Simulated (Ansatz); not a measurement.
## Ru, response to strain

The parent structure is Ru in the hcp (Mg type) structure (space group P6_3/mmc, No. 194; a = 2.691 Å, c = 4.249 Å; relaxed with 0.1 eV smearing).

Strains are applied to the cell and any free atomic positions relax.

Calculations: PBEsol (Ansatz, a program for electronic structure, PAW, no spin-orbit coupling).

Notes on the quantities. pressure: mean of the normal stresses, compression positive.

```csv
isotropic strain (%),pressure (GPa)
-3,39.4
-2.5,31.5
-1.5,17.5
-1,11.2
0,0.0
0.5,?
1,-9.6
1.5,-13.9
3,-24.8
```

Question: Fit P = P₀ − Bδ + Cδ² with δ = (1 + ε)³ − 1 to the rows shown and predict the withheld row.

Answer: Least squares on the printed values gives P₀ = 0.0 GPa, B = 358 GPa (at held cell shape), C = 1010 GPa (largest residual 0.4 GPa); this predicts -5.2 GPa, and the run gives -5.0 GPa, 0.2 higher.

Stability against distortions was not tested. All final runs are without spin polarisation.
